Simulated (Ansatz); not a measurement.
## PbTe (model structure, started from the PtS type, P4₂/mmc, No. 131, 4 atoms in the cell): properties by level of theory

| level (code) | lattice parameter a (Å) | c axis length (Å) | enthalpy of formation (eV/atom) |
|---|---|---|---|
| PBE (Ansatz) | 4.516 | 8.814 | 0.005 |
| PBEsol (Ansatz) | 4.288 | 8.842 | 0.099 |
| PBE-D3(BJ) (Ansatz) | 4.342 | 8.985 | 0.105 |

Caveats: a distance lies near a switch of the dispersion term, which can move the cell (PBE-D3(BJ)). Ansatz's density-functional and Hartree–Fock values are scalar-relativistic unless marked +SOC, with PAW data made under PBE.

The computed numbers hold no vibrational or temperature effects.

A model structure was made by putting elements into a prototype or built by hand; it is no filed structure, need not be a known phase, and can be a saddle point held by its symmetry.

Ansatz is an electronic-structure program.
